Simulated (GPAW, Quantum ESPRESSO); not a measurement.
A GPAW input for a self-consistent single point of AlN (P6_3mc, 4 atoms in the cell) (DFT PBE, plane waves, GPAW PAW datasets PBE (gpaw-data 1.0.1)):

```python
from ase import Atoms
from ase.units import GPa
from gpaw import GPAW, PW, FermiDirac

atoms = Atoms(['Al', 'Al', 'N', 'N'],
              cell=[[3.072150, 0.000000, 0.000000],
                    [-1.536076, 2.660560, 0.000000],
                    [0.000000, 0.000000, 4.926454]],
              positions=[[1.536076, 0.886852, 2.459729],
                         [-0.000002, 1.773708, 4.922956],
                         [1.536076, 0.886852, 4.338777],
                         [-0.000002, 1.773708, 1.875550]],
              pbc=True)

calc = GPAW(mode=PW(900),
            xc='PBE',
            kpts={'size': (12, 12, 7), 'gamma': True},
            occupations=FermiDirac(0.0),
            nbands=-8,
            convergence={'density': 1e-05, 'energy': 1e-05, 'bands': -6},
            symmetry={'symmorphic': False, 'tolerance': 0.0005},
            maxiter=150)

atoms.calc = calc

energy = atoms.get_potential_energy()
print('Energy (eV):', round(energy, 6))
forces = atoms.get_forces()
print('Forces (eV/Ang):')
print(forces.round(5))
stress = atoms.get_stress()
print('Stress (GPa, Voigt):', (stress / GPa).round(4))
```

Task: Write the same calculation as an input for Quantum ESPRESSO.

Result: This is the input that was run; spellings and numerical settings could be chosen otherwise.

```fortran
&CONTROL
  calculation = 'scf'
  prefix = 'run'
  outdir = './tmp'
  pseudo_dir = './'
  tprnfor = .true.
  tstress = .true.
/
&SYSTEM
  ibrav = 4
  celldm(1) = 5.805522175
  celldm(3) = 1.60358509460
  nat = 4
  ntyp = 2
  ecutwfc = 85
  occupations = 'fixed'
  nbnd = 16
/
&ELECTRONS
  conv_thr = 1e-10
/
ATOMIC_SPECIES
Al    26.9815  Al.upf
N     14.0070  N.upf
ATOMIC_POSITIONS {angstrom}
Al    1.536075016    0.886853324    2.459729218
Al    0.000000000    1.773706648    4.922956218
N     1.536075016    0.886853324    4.338777302
N     0.000000000    1.773706648    1.875550302
K_POINTS {automatic}
12 12 7  0 0 0
```

Basis, cutoffs, solver keys and any potentials are the target program's own. This input uses DFT, PBE, plane waves, PseudoDojo standard norm-conserving (PBE) pseudopotentials.

The starting cell comes from a database of computed structures (which also holds hypothetical and non-ambient phases and stackings), without a prior relaxation at this level. Its lattice was rescaled by a random factor within 2.5 % of one. For this run, on top of that: lattice scaled by 0.98.
